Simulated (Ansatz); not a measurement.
**What electrons 1.0×10^22 cm⁻³ does to BeSe**

The parent structure is BeSe in the zinc blende structure (space group F-43m, No. 216; a = 5.178 Å).

The change: electron doping at 1.0×10^22 cm⁻³ (0.347 per cell), with a uniform compensating background at fixed cell and a 300 K Fermi–Dirac width.

Method: plane-wave PAW DFT at the PBE level (Ansatz, a first-principles code, 420 eV), spin-orbit coupling left out. k-mesh 25×25×25 (Γ-centred); smearing 0.0259 eV (Fermi–Dirac).

```json
[
 {"quantity": "gap between the host's bands", "base": "2.67 eV", "changed": "2.51 eV", "shift": "-0.16 eV"},
 {"quantity": "gap character", "base": "indirect, Γ → X", "changed": "indirect, Γ → X", "shift": "–"},
 {"quantity": "Fermi level relative to the doped band's edge (positive inside the band; to 0.05 eV)", "base": "–", "changed": "+1.40 eV", "shift": "–"}
]
```

Cost of the whole job for the changed cell (relaxation, final SCF and bands): about 70 core-seconds (a rough figure).

Carriers are added with a uniform compensating background; total energy and stress of such cells depend on the potential's zero and are not compared; many-body gap narrowing is missing at this level. No phonon test of stability was made.
